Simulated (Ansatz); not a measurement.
Start from BN in the zinc blende structure (space group F-43m, No. 216; a = 3.605 Å).

The values are results of Ansatz (a program for electronic structure), PBEsol, PAW, cutoff 420 eV, no SOC, earlier PAW set, not measurements.

Before the change:

* **Hole mass**: 0.52 mₑ (at Γ)
* **Pressure**: -0.01 GPa
* **Gap character**: indirect, Γ → X

It is then changed as follows: an isotropic linear strain of +0.88 %, atoms relaxed at fixed cell.

Problem. What happens to the hole mass, pressure and gap character?

Solution. The hole mass (degenerate bands, along [100]) becomes 0.50, 0.53, 0.53 mₑ (at Γ) (base: 0.52 mₑ (at Γ)); the pressure shrinks by 9.64 GPa (-0.01 GPa → -9.65 GPa); the gap character is still indirect, Γ → X.

Effective masses come from finite differences of ±0.01 Å⁻¹. No phonon test of stability was made.
